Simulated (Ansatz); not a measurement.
TaC in the rock salt structure (space group Fm-3m, No. 225)

```
TaC
1.0
    0.00000     2.22002     2.22002
    2.22002     0.00000     2.22002
    2.22002     2.22002     0.00000
C Ta
1 1
Direct
  0.00000   0.00000   0.00000
  0.50000   0.50000   0.50000
```

Computed with DFT with PBEsol, PAW potentials and a 420 eV plane-wave cutoff in Ansatz (a first-principles code), no spin-orbit coupling. Γ-centred 18×18×18 mesh, Fermi–Dirac width 0.05 eV.

```json
{
 "volume_per_atom": "10.94 Å³",
 "density": "14.64 g/cm³",
 "band_gap": "zero",
 "total_energy": "-5027.270 eV/atom (σ→0; compares only within this code and set-up)"
}
```

No phonon test of stability was made. The final runs are not spin-polarised. An odd electron count without spin: TaC.
